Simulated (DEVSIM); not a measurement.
## Si n-p junction from an implanted or diffused profile

Structure: Si n-p junction from an implanted or diffused profile, at 300 K.

| layer (left to right) | material | thickness (μm) | Na (cm⁻³) | τn (s) | τp (s) |
|---|---|---|---|---|---|
| 1 | Si | 160 | 3.5e15 | 7.5e-5 | 7.5e-5 |

Added donor profile: 5.2e18 cm⁻³ × exp(−(x − 0.12 μm)²/(2·(0.012 μm)²)). Left contact: ohmic. Right contact: ohmic. Voltage is applied to the left contact. Recombination: SRH at mid-gap, Auger. Mobility is μmin + (μ − μmin)/(1 + (N/Nref)^α).

The device is made up for the run: typed textbook-type constants, with dimensions and the other settings drawn at random. Values at 300 K.

```
parameter           Si
-------------  -------
gap (eV)         1.124
affinity (eV)     4.05
permittivity      11.7
Nc (cm⁻³)      2.86e19
Nv (cm⁻³)       3.1e19
μn (cm²/Vs)       1417
μp (cm²/Vs)        470
μn,min              52
μp,min              45
Nref,n          9.7e16
Nref,p          2.2e17
αn                0.68
αp                0.72
Cn (cm⁶/s)     2.8e-31
Cp (cm⁶/s)     9.9e-32
```

DEVSIM, 1D drift-diffusion, Boltzmann statistics, complete ionisation; no tunnelling, impact ionisation, image-force lowering or self-heating.

- Potential step across the device at zero bias = 0.000 V

Dark reverse current:

| V (V) | J (A/cm²) |
|---|---|
| 0.40 | 2.4e-10 |
| 1.00 | 4.5e-10 |
| 2.00 | 7.1e-10 |
| 3.00 | 9.2e-10 |
| 4.00 | 1.1e-9 |
| 6.00 | 1.4e-9 |
| 8.00 | 1.7e-9 |
| 10.00 | 1.9e-9 |
| 13.00 | 2.2e-9 |
| 16.00 | 2.5e-9 |
| 20.00 | 2.8e-9 |

Dark forward current:

```csv
V (V),J (A/cm²)
-0.05,-1.9e-10
-0.15,-5.8e-9
-0.20,-3.5e-8
-0.30,-5.0e-7
-0.40,-8.0e-7
-0.45,-8.5e-7
-0.55,-9.4e-7
-0.60,-9.8e-7
-0.70,-1.1e-6
-0.80,-1.2e-6
-0.85,-1.2e-6
-0.95,-1.3e-6
-1.05,-1.4e-6
-1.10,-1.4e-6
-1.20,-1.5e-6
-1.25,-1.5e-6
-1.35,-1.6e-6
-1.45,-1.7e-6
-1.50,-1.8e-6
-1.60,-1.8e-6
```
